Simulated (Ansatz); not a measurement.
Consider Ti in the hcp (Mg type) structure (space group P6_3/mmc, No. 194; a = 2.9364 Å, c = 4.6402 Å; relaxed with 0.1 eV smearing).

Structures relaxed with r2SCAN (Ansatz, a quantum-chemistry and plane-wave program, PAW, scalar-relativistic without spin-orbit coupling).

Base:

Simulated powder pattern, Co Kα, λ = 1.79026 Å (kinematic, ideal powder, no thermal factors, no anomalous dispersion; the 14 strongest lines at most, above 2 %, up to 2θ = 90°):

```csv
2θ (°),I/Imax (%),hkl
41.22,25,(100)
45.39,25,(002)
47.33,100,(101)
62.97,13,(102)
75.13,15,(110)
85.28,16,(103)
89.50,2.5,(200)
```

After one change:

Simulated powder pattern, Co Kα, λ = 1.79026 Å (kinematic, ideal powder, no thermal factors, no anomalous dispersion; the 14 strongest lines at most, above 2 %, up to 2θ = 90°):

```tsv
2θ (°)	I/Imax (%)
41.00	25
45.15	25
47.08	100
62.62	13
74.69	15
84.75	16
88.93	2.5
```

Q: Name the change that was made.
(A) isotropic strain +0.50 %
(B) isotropic strain +3.00 %
(C) isotropic strain +1.50 %
(D) isotropic strain +1.00 %

A: A, isotropic strain +0.50 %. Its volume per atom is 17.59 Å³ against 17.32 Å³, and its space group is P6_3/mmc (No. 194).

No phonon test of stability was made. The final runs are not spin-polarised.
